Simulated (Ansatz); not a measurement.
BN (P6_3mc), PBE, rigid bands (Ansatz, a program for electronic structure): Condition of this run: uniaxial stress along c of -18 GPa (compression positive) (the target of the relaxation). band gap 5.16 eV, N_c = 1.42e19 cm⁻³ and N_v = 4.77e19 cm⁻³ at 300 K, conductivity masses along z (a = (2.54, 0.00, 0.00) Å; b = (-1.27, 2.20, 0.00) Å; c = (0.00, 0.00, 4.28) Å) of 0.317 mₑ (electrons) and 1.37 mₑ (holes). Take k_BT = 0.02585 eV.

Question: Find the intrinsic carrier density and the intrinsic Fermi level.

Answer: n_i = √(N_c N_v) exp(−E_g/2k_BT) = 2.60e19 × exp(−99.80) = 1.2e-24 cm⁻³. The level lies (k_BT/2) ln(N_v/N_c) = 16 meV from mid-gap (positive towards the conduction band). Each 0.1 eV added to the gap lowers n_i by a factor of 6.9.

Question: A film of it is 5 nm thick, with its normal along the direction named. Estimate the confinement energies in an infinite well.

Answer: ħ²π²/(2m t²) = 0.376 eV·nm²/(m/mₑ × t²) gives 47.4 meV for electrons and 11.0 meV for holes, so the gap would widen to about 5.22 eV. Finite barriers and nonparabolic bands lower this, and with several valleys or bands the heaviest mass along the normal sets the lowest level, not this average.

Question: What thermal injection velocity √(2k_BT/πm) limits a ballistic channel along the direction named?

Answer: 9.56e6 cm/s for electrons and 4.60e6 cm/s for holes, a ratio of √(m_h/m_e) = 2.08, for dilute carriers.

Rigid, parabolic bands with the computed gap; masses take one relaxation time for all states. Spin-orbit coupling is left out. Geometry: cell and atoms relaxed with PBEsol.
